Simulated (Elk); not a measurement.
## Elk run on LaH3 (Fm-3m, 4 atoms in the cell): self-consistent single point

Computed with Elk with LDA (PW92), all-electron FP-LAPW, Elk's shipped species files, APW+lo basis with extra local orbitals.

Input:

```
tasks
  0

rgkmax
  7.5

gmaxvr
  14.0

nxlo
  2

lorbcnd
  .true.

lmaxi
  2

stype
  0

swidth
  0.00999582

maxscl
  100

scale
  1.889726125

avec
    0.0000000000    2.8441600000    2.8441600000
    2.8441600000    0.0000000000    2.8441600000
    2.8441600000    2.8441600000    0.0000000000

sppath
  './'

atoms
  2
  'La.in'
  1
  0.0000000000  0.0000000000  0.0000000000    0.0 0.0 0.0
  'H.in'
  3
  0.5000000000  0.5000000000  0.5000000000    0.0 0.0 0.0
  0.7500000000  0.7500000000  0.7500000000    0.0 0.0 0.0
  0.2500000000  0.2500000000  0.2500000000    0.0 0.0 0.0

ngridk
  10 10 10
```

Output (repeated stretches shortened):

```
│ Elk code version 10.2.4 │

All units are atomic (Hartree, Bohr, etc.)

│ Ground-state run starting from atomic densities │

Lattice vectors :
   0.000000000       5.374683456       5.374683456
   5.374683456       0.000000000       5.374683456
   5.374683456       5.374683456       0.000000000

Unit cell volume      :    310.5193510
Brillouin zone volume :   0.7988236889

Muffin-tin inner radius fraction :   0.1000000000E-01

Nuclei treated as point charges

Species :    1 (La)
 parameters loaded from : La.in
 name : lanthanum
 nuclear charge    :   -57.00000000
 electronic charge :    57.00000000
 atomic mass :    253209.2364
 muffin-tin radius :    2.800000000
 number of radial points in muffin-tin :    697
 atomic positions (lattice), magnetic fields (Cartesian) :
   1 :   0.00000000  0.00000000  0.00000000    0.00000000  0.00000000  0.00000000

Species :    2 (H)
 parameters loaded from : H.in
 name : hydrogen
 nuclear charge    :   -1.000000000
 electronic charge :    1.000000000
 atomic mass :    1837.362219
 muffin-tin radius :    1.400000000
 number of radial points in muffin-tin :    197
 atomic positions (lattice), magnetic fields (Cartesian) :
   1 :   0.50000000  0.50000000  0.50000000    0.00000000  0.00000000  0.00000000
   2 :  -0.25000000 -0.25000000 -0.25000000    0.00000000  0.00000000  0.00000000
   3 :   0.25000000  0.25000000  0.25000000    0.00000000  0.00000000  0.00000000

Total number of atoms per unit cell :    4

Spin treatment :
 spin-unpolarised

Number of Bravais lattice symmetries :   48
Number of crystal symmetries         :   48
Crystal has inversion symmetry
Real symmetric eigensolver will be used

k-point grid :     10    10    10
k-point offset :    0.000000000       0.000000000       0.000000000
k-point set is reduced with full crystal symmetry group
Total number of k-points :       47

Muffin-tin radius times maximum |G+k| :    7.500000000
 using average radius
Maximum |G+k| for APW functions       :    4.285714286
Maximum (1/2)|G+k|²                   :    9.183673469
Maximum |G| for potential and density :    14.00000000
 potential will be trimmed for |G| > 2 gkmax
Constant for pseudocharge density :   10
Radial integration step length :    4

G-vector grid sizes :     35    35    35
Number of G-vectors :    14331

Maximum angular momentum used for
 APW functions                      :    8
 outer part of muffin-tin           :    6
 inner part of muffin-tin           :    2

Total nuclear charge    :   -60.00000000
Total core charge       :    46.00000000
Total valence charge    :    14.00000000
Total excess charge     :    0.000000000
Total electronic charge :    60.00000000

Effective Wigner radius, rₛ :    1.073040886

Number of empty states         :   16
Total number of valence states :   23
Total number of core states    :   46

Conduction state local-orbitals added automatically
Total number of local-orbitals :  273

Exchange-correlation functional :      3     0     0
 Perdew-Wang/Ceperley-Alder, Phys. Rev. B 45, 13244 (1992)
 gradient requirement :    0
 local density approximation (LDA)

Smearing type :    0
 Gaussian
Smearing width :   0.9995820000E-02
Effective electronic temperature (K) :    3156.430308

Mixing type :    3
 Broyden mixing, J. Phys. A: Math. Gen. 17, L317 (1984)

Kohn-Sham potential initialised from atomic data

│ Self-consistent loop started │
│ Loop number : 1 │
 total energy                :     -8496.01721056
│ Loop number : 2 │
 total energy                :     -8496.08342527
RMS change in Kohn-Sham potential (target) :   0.1098938320     (  0.1000000000E-05)
Absolute change in total energy (target)   :   0.6621470767E-01 (  0.1000000000E-03)
│ Loop number : 3 │
 total energy                :     -8496.01634349
RMS change in Kohn-Sham potential (target) :   0.1046188995     (  0.1000000000E-05)
Absolute change in total energy (target)   :   0.5052809939E-01 (  0.1000000000E-03)
│ Loop number : 4 │
 total energy                :     -8494.97513827
RMS change in Kohn-Sham potential (target) :   0.6052229829E-01 (  0.1000000000E-05)
Absolute change in total energy (target)   :    1.053837249     (  0.1000000000E-03)
│ Loop number : 5 │
 total energy                :     -8494.04214177
RMS change in Kohn-Sham potential (target) :   0.2413063190E-01 (  0.1000000000E-05)
Absolute change in total energy (target)   :    1.196455815     (  0.1000000000E-03)
│ Loop number : 6 │
 total energy                :     -8493.38709156
RMS change in Kohn-Sham potential (target) :   0.7881581425E-02 (  0.1000000000E-05)
Absolute change in total energy (target)   :   0.9541641558     (  0.1000000000E-03)
│ Loop number : 7 │
 total energy                :     -8493.12744141
RMS change in Kohn-Sham potential (target) :   0.2327791705E-03 (  0.1000000000E-05)
Absolute change in total energy (target)   :   0.4981911948     (  0.1000000000E-03)
│ Loop number : 8 │
 total energy                :     -8493.06455681
RMS change in Kohn-Sham potential (target) :   0.2479354382E-03 (  0.1000000000E-05)
Absolute change in total energy (target)   :   0.1874323967     (  0.1000000000E-03)
│ Loop number : 9 │
 total energy                :     -8493.07241009
RMS change in Kohn-Sham potential (target) :   0.1521439162E-03 (  0.1000000000E-05)
Absolute change in total energy (target)   :   0.3900481723E-01 (  0.1000000000E-03)
│ Loop number : 10 │
 total energy                :     -8493.07742000
RMS change in Kohn-Sham potential (target) :   0.2704667234E-04 (  0.1000000000E-05)
Absolute change in total energy (target)   :   0.4741297660E-02 (  0.1000000000E-03)
│ Loop number : 11 │
 total energy                :     -8493.07850241
RMS change in Kohn-Sham potential (target) :   0.8184005163E-05 (  0.1000000000E-05)
Absolute change in total energy (target)   :   0.1029127197E-03 (  0.1000000000E-03)
│ Loop number : 12 │
 total energy                :     -8493.07895949
RMS change in Kohn-Sham potential (target) :   0.3993453513E-05 (  0.1000000000E-05)
Absolute change in total energy (target)   :   0.4313470272E-03 (  0.1000000000E-03)
│ Loop number : 13 │
 total energy                :     -8493.07927424
RMS change in Kohn-Sham potential (target) :   0.1451580517E-05 (  0.1000000000E-05)
Absolute change in total energy (target)   :   0.4225936500E-03 (  0.1000000000E-03)
│ Loop number : 14 │
 total energy                :     -8493.07933297
RMS change in Kohn-Sham potential (target) :   0.4589924496E-06 (  0.1000000000E-05)
Absolute change in total energy (target)   :   0.1643797186E-03 (  0.1000000000E-03)
│ Loop number : 15 │
 total energy                :     -8493.07935775
RMS change in Kohn-Sham potential (target) :   0.6142364681E-07 (  0.1000000000E-05)
Absolute change in total energy (target)   :   0.6587098687E-04 (  0.1000000000E-03)
Convergence targets achieved

│ Loop number : 16 │

Energies :
 Fermi                       :     0.303715692903
 sum of eigenvalues          :     -5239.81841062
 electron kinetic            :      9085.97653957
 core electron kinetic       :      9029.28605672
 Coulomb                     :     -17380.3603424
 Coulomb potential           :     -14062.2274583
 nuclear-nuclear             :     -609.020190613
 electron-nuclear            :     -19480.4528452
 Hartree                     :      2709.11269345
 Madelung                    :     -10349.2466132
 xc potential                :     -263.567491883
 exchange                    :     -193.029707428
 correlation                 :     -5.66585282870
 total energy                :     -8493.07936306

Density of states at Fermi energy :    4.684733744
 (states/Hartree/unit cell)

Estimated indirect band gap :   0.8925481709E-02
 from k-point      2 to k-point      6
Estimated direct band gap   :   0.1635477742E-01
 at k-point      2

Charges :
 core                        :    46.00000000
 valence                     :    14.00000000
 interstitial                :    3.281705733
 muffin-tins (core leakage)
  species :    1 (La)
   atom    1                 :    54.50304999     (  0.2264244042E-03)
  species :    2 (H)
   atom    1                 :   0.6725226497     (   0.000000000    )
   atom    2                 :   0.7713608117     (   0.000000000    )
   atom    3                 :   0.7713608117     (   0.000000000    )
 total in muffin-tins        :    56.71829427
 total calculated charge     :    60.00521603
 total charge                :    60.00000000
 error                       :   0.5216034975E-02

│ Self-consistent loop stopped │
```

The run converged in 16 iterations. The count includes the last loop, which Elk runs after its targets are met.

The starting cell comes from a database of computed structures (which also holds hypothetical and non-ambient phases and stackings), without a prior relaxation at this level. Its lattice was rescaled by a random factor within 2.5 % of one. Values depend on the basis (sphere radii, cutoffs, local orbitals), which need not be converged. The log's line on a gap gives a spacing of levels on this mesh, which the program prints for metals too.

Cost on one core of a shared machine: roughly 3 min.
